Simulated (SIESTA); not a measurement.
Checking a run of SIESTA on VSe (P1, 4 atoms in the cell). The aim is a self-consistent single point with DFT, LDA PW92, numerical atomic orbitals DZP, PseudoDojo LDA standard norm-conserving potentials (rewritten from UPF to PSML).

Cell that was meant: a = 3.6290 Å, b = 3.6290 Å, c = 6.5722 Å, α = 90.00°, β = 90.00°, γ = 90.00°.

Part of the input:

```
SCF.Mixer.Method             Pulay
SCF.Mixer.Weight             0.1
SCF.Mixer.History            8
SCF.DM.Tolerance             1.0E-01
SCF.H.Tolerance              1.0 eV
Diag.ParallelOverK           true
WriteForces                  true
```

The program printed (abridged):

```
reinit: Reading from file input.fdf

reinit: System Name: VSe
reinit: System Label: vse

   [... lines left out ...]
        0.000000    3.629030    0.000000
        0.000000    0.000000    6.572220

outcell: Cell vector modules (Ang)   :    3.629030    3.629030    6.572220
outcell: Cell angles (23,13,12) (deg):     90.0000     90.0000     90.0000
outcell: Cell volume (Ang**3)        :     86.5552
new_DM -- step:     1
Initializing Density Matrix...

Attempting to read DM from file... Failed...
DM filled with atomic data:

InitMesh: MESH = 48 x 48 x 80 = 184320
InitMesh: Mesh cutoff (required, used) =   400.000   409.504 Ry

stepf: Fermi-Dirac step function
        iscf     Eharris(eV)        E_KS(eV)     FreeEng(eV)     dDmax    Ef(eV) dHmax(eV)
   scf:    1   -10588.568556   -10603.688840   -10603.805909  1.632676 -4.373361  7.856162
   scf:    2   -10606.448988   -10605.331122   -10605.446587  0.083371 -4.736718  3.945687
   scf:    3   -10606.275583   -10605.933354   -10606.051463  0.066234 -5.024862  1.803205
   scf:    4   -10606.390044   -10606.252780   -10606.385659  0.159893 -5.161752  0.752323
   scf:    5   -10606.268725   -10606.265838   -10606.399266  0.015046 -5.209335  0.229831
SCF Convergence by DM+H criterion
max |DM_out - DM_in|         :     0.0150464352
max |H_out - H_in|      (eV) :     0.2298311565
SCF cycle converged after 5 iterations

Using DM_out to compute the final energy and forces

siesta: E_KS(eV) =           -10606.2658

siesta: E_KS - E_eggbox =    -10606.2658

siesta: Atomic forces (eV/Ang):
     1    0.315277   -1.291645    0.491588
     2    0.572648    1.925231    0.107871
     3   -0.482971   -0.702317   -0.647891
     4   -0.400414    0.069906    0.050402
   Tot    0.004540    0.001175    0.001969
   Max    1.925231
   Res    0.783662    sqrt( Sum f_i^2 / 3N )
   Max    1.925231    constrained

Stress tensor Voigt[x,y,z,yz,xz,xy] (kbar):       38.10       62.48       21.09      -27.37       -2.47        1.92
   [... lines left out ...]
siesta: FreeEng =    -10606.399266
   [... lines left out ...]
siesta:     0.001199    0.038997   -0.016983
siesta:    -0.001541   -0.017084    0.013165

siesta: Cell volume =         86.555209 Ang**3

siesta: Pressure (static):
siesta:                Solid            Molecule  Units
siesta:          -0.00027570          0.00002882  Ry/Bohr**3
siesta:          -0.02531385          0.00264593  eV/Ang**3
siesta:         -40.55726506          4.23923971  kBar
```

Q: Can these results be used? Check the input.

A: The run is not sound. The fault is a convergence threshold that is too loose. A loop that stops early leaves an energy error of second order in the density error, but errors of first order in forces and stress. To fix it, tighten the threshold. The run converged in 5 iterations without an error; against the sound input the free energy rises by 1.3 meV/atom, the pressure goes from -3.90 to -4.06 GPa and the largest force goes from 2.045 to 2.011 eV/Å.

The sound input it was made from differs as follows (other fixes are possible):
```diff
-SCF.DM.Tolerance             1.0E-01
-SCF.H.Tolerance              1.0 eV
+SCF.DM.Tolerance             1.0E-04
```

With that input, the run converged in 13 iterations: free energy E − TS -10606.4045 eV; Fermi level (on the code's own zero) -5.21 eV; pressure -3.90 GPa; largest force (vector length) 2.045 eV/Å (DFT, LDA PW92, numerical atomic orbitals DZP, PseudoDojo LDA standard norm-conserving potentials (rewritten from UPF to PSML)).

On the sound input: the starting cell comes from a database of computed structures (which also holds hypothetical and non-ambient phases and stackings), without a prior relaxation at this level. Its atoms were displaced at random from the sites of space group no. 129. Spin polarisation is off, so a magnetic state, if there is one, cannot be reached. Values carry the incompleteness of an atom-centred basis. With a pressure of about -4 GPa the cell is away from its equilibrium volume at this level. Forces in this geometry exceed 1 eV/Å.
